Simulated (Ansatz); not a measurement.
Structures of equal composition on the (111) surface of fcc Al: a pseudomorphic layer of Ta in the host's stacking; a pseudomorphic layer of Ta in the other hollow. The slabs share one bottom face, and each structure is named by its start. These are constructed structures in small cells; real faces may alloy, dewet or reconstruct in larger ones, and not all known structures of the face are among them. Slabs of about 12 Å, Fermi-Dirac smearing of 0.1 eV. Bottom of the slabs: a bare face, its two planes held. Relaxed from the named starts with such symmetry as they have, on meshes of like density; energies extrapolated to zero smearing; spin only where a row says so; no spin-orbit coupling, no U. Brackets mark spin-polarised runs, whose order is one that fits the cell.

Level of theory: PBE (plane waves to 420 eV, PAW; Ansatz, a first-principles code).

**Question.** Put the candidates in order of energy per 1x1 cell, lowest first, for PBE.

**Answer.** a pseudomorphic layer of Ta in the host's stacking (0.000 eV), a pseudomorphic layer of Ta in the other hollow (0.054 eV)
